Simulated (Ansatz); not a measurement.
## BeTe, response to strain

Start from BeTe in the zinc blende structure (space group F-43m, No. 216).

```xyz
2
Lattice="0.0000 2.8284 2.8284 2.8284 0.0000 2.8284 2.8284 2.8284 0.0000" Properties=species:S:1:pos:R:3 pbc="T T T"
Be     0.0000     0.0000     0.0000
Te     1.4142     1.4142     1.4142
```

Cartesian axes are those of the cell as printed.

Strains are applied to the cell and any free atomic positions relax.

All numbers come from Ansatz (a program for electronic structure), r2SCAN, PAW, cutoff 500 eV, scalar-relativistic without spin-orbit coupling.

| uniaxial strain ε_zz (%) | band gap (eV) |
|---|---|
| -3 | 2.05 |
| -2.5 | 2.10 |
| -2 | 2.16 |
| -1.5 | 2.21 |
| -1 | 2.27 |
| -0.5 | ? |
| 0 | 2.37 |

### Question
Fit E_g = E₀ + Dε (ε in %) to the rows shown and predict the withheld row.

### Answer
Least squares on the printed values gives E₀ = 2.37 eV, D = 108 meV per % of strain (largest residual 0.00 eV); this predicts 2.32 eV, and the run gives 2.32 eV, in agreement.

With Te present, leaving out spin-orbit coupling can change the band edges. Stability against distortions was not tested.
